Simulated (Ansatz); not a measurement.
What biaxial strain −4.28 %, plane normal [001], relaxed out of plane does to GeSb4Te7

Base system: GeSb$_{4}$Te$_{7}$ (space group P-3m1, No. 164; a = 4.257 Å, c = 23.391 Å; a cell from a computed database, its experimental status unchecked). Axes: x lies along a and z along c of the hexagonal cell.

Now apply this change: compressive biaxial strain of 4.28 % in the plane normal to [001], as in epitaxy on a mismatched substrate; the out-of-plane cell vector and the atoms relax.

Computed with PBE-D3(BJ)/PAW in Ansatz (an electronic-structure program), spin-orbit coupling left out. Settings: 7×7×2 k-points, 0.05 eV Fermi–Dirac smearing.

| quantity | base | changed | shift |
|---|---|---|---|
| volume per atom | 30.59 Å³ | 29.22 Å³ | -1.37 Å³ |
| space group | P-3m1 (No. 164) | P-3m1 (No. 164) | – |
| shortest interatomic distance | 5.609 bohr | 5.514 bohr | -0.095 bohr |
| pressure (mean of the normal stresses, compression positive) | 0.0 GPa | 2.1 GPa | +2.1 GPa |
| band gap | 0.08 eV | zero | – |
| out-of-plane strain (rough) | – | +4.26 % | – |
| mean in-plane stress (compression positive) (rough) | – | +3.2 GPa | – |

The mesh was chosen for an insulator and is coarse for the gapless case. Without a gap, meshes like the base's 7×7×2 leave anisotropic stresses uncertain by several tenths of a GPa, and small strain energies with them. Spin-orbit coupling, missing from the scalar runs, can matter with Sb and Te. Stability against distortions was not tested. All final runs are without spin polarisation. The program warned that a D3 coordination switch lies within reach, so dispersion energies are less smooth here. The zero or small gap of GeSb4Te7 can change with the level of theory.
